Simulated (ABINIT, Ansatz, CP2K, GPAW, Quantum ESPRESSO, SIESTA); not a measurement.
# One structure in several programs: GaNi (Pm-3m, 2 atoms in the cell)

Self-consistent single point, at a second geometry (lattice scaled by 0.98). First geometry:

```
GaNi
1.0
    2.88305     0.00000     0.00000
    0.00000     2.88305     0.00000
    0.00000     0.00000     2.88305
Ga Ni
1 1
Direct
  0.00000   0.00000   0.00000
  0.50000   0.50000   0.50000
```

Shared settings, as Ansatz (a quantum-chemistry and plane-wave program) writes them: kpoints.mp_grid.grid = 9 9 9; scf.occupations.method = gaussian; scf.occupations.width = 0.136 eV. Potentials and cutoffs stand in the table.

```csv
code,model,ΔF from the first geometry (meV/atom),pressure (GPa),cutoff
ABINIT,"PBEsol, norm-conserving pseudopotentials (PseudoDojo nc-sr-04 PBEsol standard)",18.4,10.42,49 Ha
CP2K,"PBEsol, GPW, DZVP-MOLOPT-PBE-GTH basis, GTH-PBE potentials (POTENTIAL_UZH)",21.6,11.30,grid 600 Ry
SIESTA,"GGA PBEsol, numerical atomic orbitals DZP, PseudoDojo PBEsol standard norm-conserving potentials (rewritten from UPF to PSML)",18.2,10.68,grid 400 Ry
Quantum ESPRESSO,"PBEsol, SSSP 1.1.2 efficiency (PBE) pseudopotentials",18.6,10.07,70 Ry
Ansatz,"PBEsol, PAW files made with PBE",16.9,10.00,default
GPAW,"PBEsol, GPAW PAW datasets PBEsol (made by gpaw-setup)",29.7,13.60,850 eV
```

For Quantum ESPRESSO (by 0.4 GPa) the energy change implies a higher mean pressure, against the two pressures, than for the other programs: a sign of finite-basis (Pulay) stress.

On Ansatz's run: spin polarisation is off.

The spread over the programs that give each value: ΔF from the first geometry within 12.8 meV/atom; pressure within 3.60 GPa.

CP2K and SIESTA use small atom-centred bases, whose incompleteness enters pressures, forces and empty levels differently from a plane-wave cutoff. Ansatz's pressure is given at a fixed set of plane waves, as the other plane-wave codes print theirs; with its correction for the finite basis it is 10.08 GPa. In the pressure, CP2K (by 1.05) and GPAW (by 3.35) lie more than 1 GPa from the median of the plane-wave programs.

The starting cell comes from a database of computed structures (which also holds hypothetical and non-ambient phases and stackings), without a prior relaxation at this level. Its lattice was rescaled by a random factor within 2.5 % of one. For this run, on top of that: lattice scaled by 0.98.

Left out of this page: Elk and FLEUR (not drawn, or without a comparable value).

Keys are those of Ansatz 0.2.
